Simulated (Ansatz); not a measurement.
Density of states of CdS (P6_3mc) above the conduction band minimum, PBEsol with spin-orbit coupling, rigid bands in Ansatz (a first-principles code); cell volume 98.8 Å³.

```csv
energy from edge (eV),10⁻³ states/eV/cell
0.006,2.33
0.031,5.31
0.056,7.52
0.081,9.50
0.106,11.3
0.131,13.3
0.156,15.3
0.181,17.1
0.206,19.0
0.231,21.1
0.256,23.1
0.281,25.3
0.319,28.5
0.344,30.7
0.369,33.6
0.394,35.6
0.419,38.1
0.444,40.6
0.469,43.7
0.494,46.8
0.519,49.5
0.544,52.0
0.569,55.0
0.594,58.4
```

Q: What effective density of states at 300 K does this give (∫ g(E) exp(−E/k_BT) dE, both spins, divided by the cell's size)?

A: 1.2e18 cm⁻³, a density-of-states mass of 0.129 mₑ, valleys and band degeneracy included.

Geometry: cell and atoms relaxed with PBEsol.
